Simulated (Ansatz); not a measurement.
**Pb: biaxial strain −2.50 %, plane normal [001], relaxed out of plane**

Consider Pb in the fcc (Cu type) structure (space group Fm-3m, No. 225; a = 4.934 Å; relaxed with 0.1 eV smearing). Axes: x, y, z lie along the cube axes.

Modification: compressive biaxial strain of 2.50 % in the plane normal to [001], as in epitaxy on a mismatched substrate; the out-of-plane cell vector and the atoms relax.

All numbers come from PBEsol (Ansatz, an electronic-structure program), no spin-orbit coupling. Settings: 23×23×23 k-points, 0.1 eV Fermi–Dirac smearing.

The volume per atom decreases by 0.36 Å³ (30.03 Å³ → 29.67 Å³) and the space group becomes I4/mmm (No. 139) (base: Fm-3m (No. 225)). The shortest interatomic distance shrinks by 0.087 Å (3.489 Å → 3.402 Å) and the energy rises by 4.3 meV/atom. The band gap is still zero and the out-of-plane strain is +3.93 %. The ratio −ε⊥/ε∥ is 1.57.

Final structure (turned so that z lies along the plane normal):

```
Pb
1.0
    3.40174     0.00000     0.00000
    0.00000     3.40174     0.00000
    1.70087    -1.70087     2.56404
Pb
1
Direct
  0.00000   0.00000   0.00000
```

Cost of the whole job for the changed cell (relaxation, final SCF and bands): roughly 50 core-seconds.

Stability against distortions was not tested.
